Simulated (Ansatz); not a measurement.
**Quick settings and what they miss: SrInAu5 (I-4m2, 7 atoms in the cell)**

Self-consistent single point.

```
SrInAu5
1.0
   -3.70189     3.70189     2.79536
    3.70189    -3.70189     2.79536
    3.70189     3.70189    -2.79536
Sr In Au
1 1 5
Direct
  0.00000   0.00000   0.00000
  0.25000   0.75000   0.50000
  0.69360   0.69360   0.38720
  0.30640   0.69360   0.00000
  0.30640   0.30640   0.61280
  0.69360   0.30640   0.00000
  0.75000   0.25000   0.50000
```

Method of the run: PBEsol, default PAW files made with PBE (plane waves; Ansatz, a program for electronic structure).

Base settings: basis.ecutwfc = 420 eV; kpoints.mp_grid.grid = 6 6 6; hamiltonian.xc = pbesol; hamiltonian.pseudopotentials = {kind: paw} (the program's default PAW files); scf.occupations.method = gaussian; scf.occupations.width = 0.272 eV.

Tight run (finer mesh or higher cutoff; not a proven limit): basis.ecutwfc: 420 eV → 590 eV; kpoints.mp_grid.grid: 6 6 6 → 9 9 9; scf.convergence.dr2_threshold: default (1e-07 eV) → 1e-09 eV. It gave Fermi level (on the code's own zero) 14.65 eV; pressure -7.09 GPa; largest force (vector length) 0.097 eV/Å.

Quick runs, as changes from the base:
- A: the base itself
- B: basis.ecutwfc: 420 eV → 210 eV; kpoints.mp_grid.grid: 6 6 6 → 4 4 4; scf.convergence.dr2_threshold: default (1e-07 eV) → 0.0001 eV
- C: basis.ecutwfc: 420 eV → 295 eV; kpoints.mp_grid.grid: 6 6 6 → 4 4 4; hamiltonian.xc: pbesol → lda; scf.occupations.method: gaussian → cold; scf.occupations.width: 0.272 eV → 0.136 eV [LDA (PW92)]
- D: basis.ecutwfc: 420 eV → 210 eV; kpoints.mp_grid.grid: 6 6 6 → 8 8 8; hamiltonian.xc: pbesol → lda [LDA (PW92)]
- E: kpoints.mp_grid.grid: 6 6 6 → 4 4 4; scf.occupations.method: gaussian → methfessel_paxton; kpoints.mp_grid.shift: default → 0.5 0.5 0.5
- F: basis.ecutwfc: 420 eV → 210 eV; kpoints.mp_grid.grid: 6 6 6 → 2 2 2

Energies are extrapolated to zero smearing width, which holds to low order in the width alone.

Dashes: time of B, C, E, F, under 30 s; energy of C, D, another energy zero.

† marks runs with another functional, U, potentials or spin treatment: their distance from the tight run is not a convergence error alone.

The count of work is k-points × plane waves × bands × iterations; it is no time. Core times come from one kind of shared machine and are given to one figure; runs under 30 s give none.

Pressures in the table are Ansatz's without its Pulay estimate, at a fixed set of plane waves; the tight run's value above holds the estimate.

The starting cell comes from a database of computed structures (which also holds hypothetical and non-ambient phases and stackings), without a prior relaxation at this level. Its lattice was rescaled by a random factor within 2.5 % of one. In the base run, with a pressure of about -7 GPa the cell is away from its equilibrium volume at this level.

```tsv
run	energy less tight (meV/atom)	pressure less tight (GPa)	largest miss in a force vector (eV/Å)	count of work / tight	core time / tight (rough)
A	-2.6	-0.05	0.019	0.20	0.2
B	5494.8	-213.13	0.008	0.020	–
C†	–	-12.50	0.001	0.044	–
D†	–	-218.89	0.070	0.13	0.2
E	14.3	-0.06	0.008	0.072	–
F	5697.5	-215.66	0.013	0.0091	–
```

Among the runs at the tight run's level, the energy misses run from 2.6 to 5697.5 meV/atom.

Keys are those of Ansatz 0.2.
